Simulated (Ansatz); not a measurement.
For L1₂ (Cu3Au-type) Cu3Au, RPBE (Ansatz, a quantum-chemistry and plane-wave program, PAW) gives:

| Quantity | Value |
|---|---|
| lattice constant a | 3.822 Å |
| formation enthalpy | -0.043 eV/atom |

Task: What does HSE06 in Ansatz (plane waves, PAW) give for the same quantities?

Result: 
- lattice constant a: 3.773 Å (decreases by 1.3 %)
- formation enthalpy: -0.080 eV/atom (moves by -0.037 eV/atom)

For comparison: lattice constant a 3.75 Å (measured, temperature not stated, no zero-point or thermal correction; as tabulated in Nepal et al. (2019), arXiv:1905.09348); formation enthalpy -0.074 eV/atom (measured, 320 K, not corrected to a static lattice; as tabulated in Nepal et al. (2019), arXiv:1905.09348).

Changes are worked out from the printed values.

Unless a cell is named, each level is at its own relaxed cell (RPBE 13.96, HSE06 13.43 Å³/atom).

Levels without +SOC leave out spin–orbit coupling, which shifts energies and cells of such heavy elements.

Caveats: exact exchange on metals is sensitive to the k mesh and can open a false gap (HSE06); the run warned that the count of filled bands differs between k points (HSE06). Ansatz's density-functional and Hartree–Fock values are scalar-relativistic unless marked +SOC, with PAW data made under PBE.
